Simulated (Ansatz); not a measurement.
Base system: BeSe in the zinc blende structure (space group F-43m, No. 216; a = 5.082 Å). Axes: x, y, z lie along the cube axes.

Modification: tensile biaxial strain of 1.50 % in the plane normal to [001], as in epitaxy on a mismatched substrate; the out-of-plane cell vector and the atoms relax.

Method: LDA (Ansatz, an electronic-structure program, PAW, no spin-orbit coupling).

Q: Give the band edges at the high-symmetry points of the new zone, measured from its valence-band maximum.

A: 
```
point  valence edge (eV)  conduction edge (eV)
-----  -----------------  --------------------
Γ                   0.00                  4.21
X                  -2.73                  2.41
P                  -3.53                  6.17
N                  -1.08                  4.20
M                  -2.97                  2.22
S                  -2.57                  3.30
S₀                 -2.57                  3.30
R                  -3.51                  5.64
G                  -3.51                  5.64
```

The gap is 2.22 eV, indirect, Γ → M.

No phonon test of stability was made. k-point labels follow each cell's own Brillouin zone.
